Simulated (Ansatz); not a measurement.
## GaAs: response to strain

Take GaAs in the zinc blende structure (space group F-43m, No. 216) as the base.

```yaml
crystal:
  lattice:
    - [0.00000, 2.82971, 2.82971]
    - [2.82971, 0.00000, 2.82971]
    - [2.82971, 2.82971, 0.00000]
  atoms:
    - { symbol: As, position: [0.75000, 0.75000, 0.75000] }
    - { symbol: Ga, position: [0.00000, 0.00000, 0.00000] }
```

Cartesian axes are those of the cell as printed.

Strains are applied to the cell and any free atomic positions relax; under biaxial strain the out-of-plane vector relaxes too; under stress the whole cell relaxes.

Computed with DFT with PBEsol, PAW potentials and a 420 eV plane-wave cutoff in Ansatz (a first-principles code), spin-orbit coupling left out, earlier PAW set.

Notes on the quantities. energy relative to the base: free energy F.

| change | electron mass | energy relative to the base | band gap | volume per atom |
|---|---|---|---|---|
| base | 0.025 mₑ (at Γ) | 0 meV/atom | 0.42 eV | 22.66 Å³ |
| biaxial strain −1.02 %, plane normal [001], relaxed out of plane | 0.033 mₑ out of plane, 0.028 mₑ in plane (at Γ) | +1.7 meV/atom | 0.47 eV | 22.40 Å³ |
| uniaxial strain ε_xx = −3.91 % | 0.034 mₑ along x, 0.043 mₑ across (at Γ) | +12 meV/atom | 0.56 eV | 21.77 Å³ |
| uniaxial strain ε_xx = −1.97 % | 0.030 mₑ along x, 0.035 mₑ across (at Γ) | +3.1 meV/atom | 0.49 eV | 22.21 Å³ |
| uniaxial stress, 3 GPa tension along z | – | +7.5 meV/atom | 0.21 eV | 22.99 Å³ |

Masses are band curvatures over ±0.01 Å⁻¹ around the edge. Beyond what the load breaks, stability against distortions was not tested. The zero or small gap of GaAs under uniaxial stress, 3 GPa tension along z can change with the level of theory.
